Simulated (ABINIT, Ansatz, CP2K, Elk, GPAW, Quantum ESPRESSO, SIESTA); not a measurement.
## Code comparison for a sheet of PtSe2 (3 atoms in the cell)

Self-consistent single point, at a second geometry (lattice scaled in the plane by 0.98). First geometry:

```yaml
crystal:
  lattice:
    - [3.61926, 0.00000, 0.00000]
    - [-1.80963, 3.13437, 0.00000]
    - [0.00000, 0.00000, 16.98204]
  atoms:
    - { symbol: Pt, position: [0.00000, 0.00000, 0.50000] }
    - { symbol: Se, position: [0.33333, 0.66667, 0.58780] }
    - { symbol: Se, position: [0.66667, 0.33333, 0.41220] }
```

Shared settings, as Ansatz (a first-principles code) writes them: kpoints.mp_grid.grid = 9 9 1; scf.occupations.method = gaussian; scf.occupations.width = 0.01 Ry. Potentials and cutoffs stand in the table.

```
code                                                                                                                                model  ΔF from the first geometry (meV/atom)  largest force (eV/Å)  gap on the mesh (eV)       cutoff
----------------  -----------------------------------------------------------------------------------------------------------------------  -------------------------------------  --------------------  --------------------  -----------
ABINIT                                                                                                        PBE, PAW (JTH v2.0 PBE PAW)                                   16.4                 0.667                 0.692        21 Ha
SIESTA            GGA PBE, numerical atomic orbitals DZP, PseudoDojo PBE standard norm-conserving potentials (rewritten from UPF to PSML)                                   28.4                 0.101                 0.784  grid 300 Ry
Elk                                                                 PBE, all-electron FP-LAPW, Elk's shipped species files, LAPW+lo basis                                   13.4                     –                 0.734   rgkmax 7.5
CP2K                                                              PBE, GPW, DZVP-MOLOPT-SR-GTH basis, GTH-PBE potentials (GTH_POTENTIALS)                                   19.4                 0.620                 0.778  grid 500 Ry
GPAW                                                                                         PBE, GPAW PAW datasets PBE (gpaw-data 1.0.1)                                   14.1                 0.712                     –       550 eV
Quantum ESPRESSO                                                                        PBE, SSSP 1.1.2 efficiency (PBE) pseudopotentials                                   13.3                 0.746                 0.719        40 Ry
Ansatz                                                                                                                     PBE, PAW files                                   14.0                 0.737                 0.723      default
```

A dash marks a value that a program does not give, or that is left out as unsure.

No gap is tabulated for GPAW: it is not read from that output, or partly filled or unconverged empty levels leave it unsure.

Gaps are read on the mesh.

On Ansatz's run: spin-orbit coupling is off.

The spread over the programs that give each value: ΔF from the first geometry within 15.1 meV/atom; largest force within 0.645 eV/Å; gap on the mesh within 0.092 eV.

SIESTA and CP2K use small atom-centred bases, whose incompleteness enters pressures, forces and empty levels differently from a plane-wave cutoff. Elk treats all electrons, but the usual bases taken here (sphere radii, linearisation, local orbitals, empty states) were not tested for convergence, so the values are no reference for the others. In the force vectors, SIESTA (by 0.623) and CP2K (by 0.104) lie more than 0.08 eV/Å from the median of the plane-wave programs.

The starting cell was generated: these elements placed on a structure prototype, without a prior relaxation; it need not be a known phase or ordering of this composition. Its lattice was rescaled in the plane by a random factor within 2.5 % of one. For this run, on top of that: lattice scaled in the plane by 0.98.

Left out of this page: FLEUR (with a known weakness of the program).

Keys are those of Ansatz 0.2.
